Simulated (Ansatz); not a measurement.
# Hypothetical diamond Sb, response to strain

The reference is Sb in the diamond structure (space group Fd-3m, No. 227; a = 6.8709 Å; a hypothetical phase, not in the database extracts checked; relaxed with 0.1 eV smearing). Axes: x, y, z lie along the cube axes.

Strains are applied to the cell and any free atomic positions relax; under biaxial strain the out-of-plane vector relaxes too.

All numbers come from PBEsol in Ansatz (plane waves to 420 eV, PAW, no spin-orbit coupling).

Notes on the quantities. energy relative to the base: free energy F; pressure: mean of the normal stresses, compression positive.

```json
[
 {"case": "base", "energy relative to the base": "0 meV/atom", "pressure": "0.0 GPa", "space group": "Fd-3m (No. 227)", "volume per atom": "40.55 Å³"},
 {"case": "biaxial strain −0.89 %, plane normal [001], relaxed out of plane", "energy relative to the base": "-0.8 meV/atom", "pressure": "-0.2 GPa", "space group": "I4_1/amd (No. 141)", "volume per atom": "40.75 Å³"},
 {"case": "isotropic strain −1.40 %", "energy relative to the base": "+8.2 meV/atom", "pressure": "1.6 GPa", "space group": "Fd-3m (No. 227)", "volume per atom": "38.87 Å³"},
 {"case": "isotropic strain +4.04 %", "energy relative to the base": "+58 meV/atom", "pressure": "-3.3 GPa", "space group": "Fd-3m (No. 227)", "volume per atom": "45.66 Å³"},
 {"case": "isotropic strain +4.27 %", "energy relative to the base": "+64 meV/atom", "pressure": "-3.4 GPa", "space group": "Fd-3m (No. 227)", "volume per atom": "45.97 Å³"},
 {"case": "uniaxial strain ε_zz = +1.14 %", "energy relative to the base": "+0.5 meV/atom", "pressure": "-0.4 GPa", "space group": "I4_1/amd (No. 141)", "volume per atom": "41.01 Å³"}
]
```

Stability against distortions was not tested. Under biaxial strain −0.89 %, plane normal [001], relaxed out of plane the cell ends below the base's energy or with stress of the wrong sign: the atoms slid into a distortion or the cell is elastically unstable, so the base is not a stable minimum at this level.

Ansatz is a first-principles code.
